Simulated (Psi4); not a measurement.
Psi4 1.11, unrestricted PBE0/def2-svp: Te(F)4 triplet (F[Te](F)(F)F), charge 0, multiplicity 3, 5 atoms. The geometry is a generated start, not checked to be a minimum at this level.

```json
{
  "task": "energy",
  "method": "pbe0",
  "basis": "def2-svp",
  "memory": "3 GB",
  "maxiter": "100",
  "keys_of_the_molecule_block": "symmetry c1",
  "scf_type": "df (default)",
  "guess": "auto, which took SAD (default)",
  "scf_initial_accelerator": "adiis (default)",
  "e_convergence": "1e-06 (default)",
  "d_convergence": "1e-06 (default)",
  "dft_radial_points": "75 (default)",
  "dft_spherical_points": "302 (default)",
  "effective_core_potentials": "those of the basis set, past Kr",
  "basis_functions": "82",
  "grid_points": "108311"
}
```

```xyz
5

Te     0.0029    -0.0028     0.6786
F      1.0078     1.4178    -0.1742
F      1.4191    -1.0114    -0.1754
F     -1.0114    -1.4152    -0.1751
F     -1.4184     1.0117    -0.1539
```

Charge 0 and multiplicity 3 are set for this test and not shown to be the ground state.

One run each on 2 threads. Values of diis_max_vecs tried: 3, 6, 10 (default), 20.

Q: Which value of diis_max_vecs needs the fewest SCF iterations, and what happens away from it?

A: Fewest SCF iterations: 20 with 23. The count rises to 68 at 6. The run ends without SCF convergence in 100 iterations at 3.

```json
[
 {"diis_max_vecs": "3", "SCF iterations": "100", "end": "no convergence"},
 {"diis_max_vecs": "6", "SCF iterations": "68", "end": "same solution"},
 {"diis_max_vecs": "10 (default)", "SCF iterations": "27", "end": "same solution"},
 {"diis_max_vecs": "20", "SCF iterations": "23", "end": "same solution"}
]
```
